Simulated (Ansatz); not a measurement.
Data:

End structure of the (100) surface of fcc Ag in its 1x1 cell, outermost plane spacing 2.07 Å in the ideal cut:

```yaml
crystal:
  lattice:
    - [2.93338, 0.00000, 0.00000]
    - [0.00000, 2.93338, 0.00000]
    - [0.00000, 0.00000, 26.50000]
  atoms:
    - { symbol: Ag, position: [0.50000, 0.50000, 0.30531] }
    - { symbol: Ag, position: [0.00000, 0.00000, 0.38202] }
    - { symbol: Ag, position: [0.50000, 0.50000, 0.46068] }
    - { symbol: Ag, position: [0.00000, 0.00000, 0.53932] }
    - { symbol: Ag, position: [0.50000, 0.50000, 0.61798] }
    - { symbol: Ag, position: [0.00000, 0.00000, 0.69469] }
```

Model: 6-atom slab, 10.4 Å thick at the start (thin: gaps and levels are the slab's own), 13x13x1 mesh, Fermi-Dirac 0.1 eV, dipole correction, all atoms relaxed; symmetry of the start imposed; no spin, no spin-orbit, no U.

Predict the work function of the top face from PBE run with Ansatz (a quantum-chemistry and plane-wave program).

4.26 eV

Estimate the surface energy (mean of both faces) that PBE returns for this input.

0.82 J/m²
